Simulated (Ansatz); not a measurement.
The parent structure is HfB$_{2}$ (space group P6/mmm, No. 191; a = 3.128 Å, c = 3.446 Å; relaxed with 0.1 eV smearing). Axes: x lies along a and z along c of the hexagonal cell.

All numbers come from PBEsol (Ansatz, a program for electronic structure; PAW; 420 eV plane waves; spin-orbit coupling left out).

For the base:

```
Item        Value
--------  -------
Pressure  0.0 GPa
```

One thing is altered: a pure shear with ε_yz = ε_zy = 0.0255; the atoms relax in the strained cell.

Problem. What happens to the energy relative to the base and pressure?

Solution. The energy grows by 22 meV/atom; the pressure (mean of the normal stresses, compression positive) goes from zero to 0.9 GPa.

Whether these cells are dynamically stable was not tested. The final runs are not spin-polarised.
